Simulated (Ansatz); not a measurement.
System: SiO2 (Cm, No. 8, 36 atoms in the cell; start mp-557881; a measured phase of this formula has another space group). Method: LDA (Ansatz, a first-principles code, plane waves, PAW).

Run with plane-wave cutoff 520 eV, 4×4×4 k mesh, Fermi–Dirac smearing 0.01 eV, scalar-relativistic PAW data made under PBE.

Cell (relaxed at this level):

```cif
data_O48Si24
_chemical_formula_sum 'Si24 O48'
_space_group_name_H-M_alt 'Cm'
_space_group_IT_number 8
_space_group_name_Hall 'C -2y'
_cell_length_a 10.41314
_cell_length_b 15.02768
_cell_length_c 8.87734
_cell_angle_alpha 90.000
_cell_angle_beta 105.702
_cell_angle_gamma 90.000
loop_
_atom_site_label
_atom_site_type_symbol
_atom_site_symmetry_multiplicity
_atom_site_Wyckoff_symbol
_atom_site_fract_x
_atom_site_fract_y
_atom_site_fract_z
_atom_site_occupancy
Si1 Si 4 b 0.40117 0.39782 0.69123 1
Si2 Si 4 b 0.19198 0.10255 0.67236 1
Si3 Si 4 b 0.35370 0.24375 0.89590 1
Si4 Si 4 b 0.30253 0.39809 0.33012 1
Si5 Si 4 b 0.15010 0.25488 0.10635 1
Si6 Si 4 b 0.09425 0.10204 0.31243 1
O1 O 4 b 0.15188 0.16245 0.19791 1
O2 O 2 a 0.25354 0.50000 0.30867 1
O3 O 4 b 0.25861 0.24811 0.00971 1
O4 O 2 a 0.23784 0.00000 0.69154 1
O5 O 4 b 0.06062 0.11615 0.73330 1
O6 O 4 b 0.00499 0.27400 0.99272 1
O7 O 2 a 0.36758 0.50000 0.71871 1
O8 O 4 b 0.43457 0.38593 0.27021 1
O9 O 4 b 0.33462 0.37055 0.51174 1
O10 O 4 b 0.34168 0.33687 0.80367 1
O11 O 4 b 0.16018 0.13115 0.49120 1
O12 O 4 b 0.18674 0.33552 0.22958 1
O13 O 2 a 0.13051 0.00000 0.28795 1
O14 O 4 b 0.30982 0.16333 0.77347 1
```
(The calculation used a cell of 36 atoms; values per cell refer to that cell.)

Q: Estimate the band gap that the calculation returns.

A: 
* **band gap**: 5.65 eV

Computed values are for the static lattice.

It cost around 11 core-minutes (rough) of CPU time.

A start named mp-… is a Materials Project structure, which need not be a measured phase.
